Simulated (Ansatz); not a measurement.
Consider SiC in the wurtzite structure (space group P6_3mc, No. 186; a = 3.0920 Å, c = 5.0743 Å). Axes: x lies along a and z along c of the hexagonal cell.

The values are results of Ansatz (a first-principles code), PBE, PAW, cutoff 420 eV, spin-orbit coupling left out, not measurements.

Modification: the cell is scaled by 0.9820 in all directions; the atoms relax in the strained cell.

**Question.** Predict the stress tensor and what it implies for the stiffness.

**Answer.** Stress of the strained cell less that of the base (GPa, compression positive):
```
  13.02    0.00    0.00
   0.00   13.02    0.00
   0.00    0.00   12.77
```

Then B = −ΔP/(ΔV/V₀) with ΔV/V₀ = -0.0530 gives secant stiffness values (nonlinear terms included at this strain): B (at held cell shape, above the free-shape value) ≈ 244 GPa.

As a check, the harmonic strain energy −½ V₀ Δσ:ε is 23 meV/atom; the computed energy rise is 22 meV/atom.

No phonon test of stability was made.
